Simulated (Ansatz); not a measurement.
As2O3 (Fd-3m, No. 227)

The numbers are results of LDA (Ansatz, a first-principles code, plane waves, PAW), not measurements.

Settings: plane-wave cutoff 520 eV, 6×6×6 k mesh, scalar-relativistic PAW data made under PBE.

Cell (relaxed at this level):

Space group Fd-3m, origin choice 1 (No. 227); a = b = c = 10.599 Å, α = β = γ = 90.00°

```json
[
 {"atom": "As", "site": "32e", "symmetry": ".3m", "x": "0.3585", "y": "0.3585", "z": "0.3585"},
 {"atom": "O", "site": "48f", "symmetry": "2.mm", "x": "0.0000", "y": "0.0000", "z": "0.1823"}
]
```
(The calculation used a cell of 20 atoms; values per cell refer to that cell.)

For As2O3 (Fd-3m, No. 227), the voigt–Reuss–Hill bulk modulus is 19.4 GPa. The polycrystal shear modulus (Hill average) is 14.5 GPa and the Young modulus comes out as 34.9 GPa. The Poisson ratio is 0.200.

Note: the relaxation could not lower the start's symmetry, so the cell can be a saddle point above a distorted one; the volume lies 12 % below that of the published cell.

Elastic constants are with the ions relaxed.

The computed numbers hold no vibrational or temperature effects.

Cost on a shared machine: around 70 core-minutes (rough).
